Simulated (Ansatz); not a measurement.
Input and output of a zone-centre phonon calculation for MgCd (Pm-3m, 2 atoms in the cell) (Ansatz, a quantum-chemistry and plane-wave program).

Method: LDA (PW92), default PAW files made with PBE (plane waves; Ansatz).

```
CELL_PARAMETERS angstrom
      3.49046     0.00000     0.00000
      0.00000     3.49046     0.00000
      0.00000     0.00000     3.49046
ATOMIC_POSITIONS crystal
  Mg 0.50000 0.50000 0.50000
  Cd 0.00000 0.00000 0.00000
```

Reference input (self-consistent single point, DFT, LDA (PW92), plane waves, default PAW files made with PBE): basis.ecutwfc = 30.9 Ry; kpoints.mp_grid.grid = 10 10 10; hamiltonian.xc = lda; hamiltonian.pseudopotentials = {kind: paw} (the program's default PAW files); scf.occupations.method = fermi_dirac; scf.occupations.width = 0.0073 Ry. This run's input differs from it in these lines:

Ansatz 0.2 input:
```diff
@@ -10,3 +10,3 @@
 basis:
-  ecutwfc: 30.9 Ry
+  ecutwfc: 26.1 Ry
 kpoints:
@@ -18,6 +18,4 @@
   occupations: { method: fermi_dirac, width: 0.0073 Ry }
-output:
-  forces: true
-  eigenvalues: true
-  stress: true
+phonons:
+  method: dfpt
```

The program printed (abridged):

```
SCF iter   1: F=—  HF=-10019.717948 eV  |F-HF|=—  |Δ(HF+E_count)|=         —  Δρ=8.23e-3  dr2=1.54e-2  ethr=1.77e-3  ⟨swp⟩=5.0  Hψ=10068  notcnv=0
all-band conjugate gradients solve this SCF's bands
preconditioner: auto → Kerker (q_TF=auto, 2.574 Å⁻¹)
SCF iter   2: F=—  HF=-10019.709995 eV  |F-HF|=—  |Δ(HF+E_count)|=   7.95e-3  Δρ=2.65e-3  dr2=1.24e-3  ethr=5.14e-5  ⟨swp⟩=2.0  Hψ=5109  notcnv=0
   [... lines left out ...]
SCF iter   6: F=—  HF=-10019.709613 eV  |F-HF|=—  |Δ(HF+E_count)|=   1.26e-5  Δρ=9.67e-6  dr2=2.53e-8  ethr=3.26e-9  ⟨swp⟩=2.7  Hψ=4033  notcnv=0  defer=1
SCF iter   7: F=—  HF=-10019.709613 eV  |F-HF|=—  |Δ(HF+E_count)|=   3.27e-9  Δρ=1.68e-6  dr2=7.99e-10  ethr=8.44e-11  ⟨swp⟩=2.9  Hψ=4789  notcnv=0  defer=1
SCF iter   8: F=—  HF=-10019.709613 eV  |F-HF|=—  |Δ(HF+E_count)|=  2.20e-10  Δρ=2.48e-7  dr2=2.96e-11  ethr=2.66e-12  ⟨swp⟩=2.0  Hψ=3307  notcnv=0  defer=1
SCF iter   9: F=-10019.709613 eV  HF=-10019.709613 eV  |F-HF|=1.82e-12  |Δ(HF+E_count)|=    0.00e0  Δρ=5.98e-8  dr2=2.89e-12  ethr=1.00e-12  ⟨swp⟩=5.0  Hψ=9177  notcnv=0
SCF 1 converged in 9 iterations: F = -10019.709613 eV  dr2 = 2.89e-12
DFPT response loops at Γ: preconditioner auto → Kerker (q_TF=auto, 2.574 Å⁻¹) (partly filled bands, converged f_vac=0.000) …
Free energy (F): -10019.709613 eV
Internal energy: -10019.691880 eV  (E = F + TS)
E sigma→0 (E₀):  -10019.700747 eV
Entropy (-TS):   -0.017733 eV (-8.867 meV/atom)
Fermi energy:    10.397930 eV
--- Phonons (Γ-DFPT): 2 representative perturbations + reference, on 126 of 1000 k-points (Σ response iterations 7) ---
  k mesh reduced under 8 symmetry operations, with k and −k counted as one. Each operation leaves every solved perturbation unchanged …
  ASR residual: 5.701e-5 → 0.000e0 eV/Å²; symmetrization residual: 6.135e-6 eV/Å²
  ASR residual per site (eV/Å²): 5.03e-5 5.70e-5
  Γ frequencies (cm⁻¹): 0.00 0.00 0.00 160.69 160.69 160.69
  non-analytic LO–TO correction: not included (Born effective charges unavailable; polar crystals: no LO–TO splitting at Γ)
```

The run converged in 9 iterations. 

Summary of the result:
| Quantity | Result |
|---|---|
| Free energy E − TS (on the zero of these files) | -10019.7096 eV |
| Fermi level (on the code's own zero) | 10.40 eV |
| Zone-centre frequencies (cm⁻¹; negative means imaginary) | 0, 0, 0, 161, 161, 161 |

The starting cell comes from a database of computed structures (which also holds hypothetical and non-ambient phases and stackings), without a prior relaxation at this level. Its lattice was rescaled by up to half a per cent. The cutoff lies below the one recommended for these files.
